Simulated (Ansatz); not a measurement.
An Ansatz (an electronic-structure program) input (r2SCAN, PAW, 500 eV (Ansatz; no spin-orbit coupling)):

Ansatz 0.2 input:
```yaml
crystal:
  lattice:
    - [2.9510725574, 0, 0]
    - [-1.4755362787, 2.5429888588, 0]
    - [0, 0, 4.6402188961]
  atoms:
    - { symbol: Ti, position: [0.6666666667, 0.3333333333, 0.75] }
    - { symbol: Ti, position: [0.3333333333, 0.6666666667, 0.25] }
basis: { ecutwfc: 500, ecutrho_ratio: 4, xc_grid: 4, fft_grid_basis: typed }
kpoints: { mp_grid: { grid: [23, 23, 13] } }
hamiltonian:
  xc: r2scan
  dispersion: none
  pseudopotentials: { kind: paw }
scf: { occupations: { method: fermi_dirac, width: 0.1 }, convergence: { dr2_threshold: 0.0000000002 } }
relax: { f_tol: 0.005, max_steps: 50 }
output: { forces: true, stress: true }
checkpoint: { write: state.ck, write_every: 1000 }
```

Question: Which symmetry and how many k-points will the program report, and about how many plane waves at Γ?

Answer: Space group Cmcm (ITA 63) with 8 operations, k-points 1008 of 6877, and 881 plane waves at Γ.

Question: And the final pressure?

Answer: -0.58 GPa (compression positive).

The cells carry an imposed strain or load. Stability against distortions was not tested. All final runs are without spin polarisation. The cell was made from Ti in the hcp (Mg type) structure (space group P6_3/mmc, No. 194) by this change: uniaxial strain ε_xx = +0.50 %.
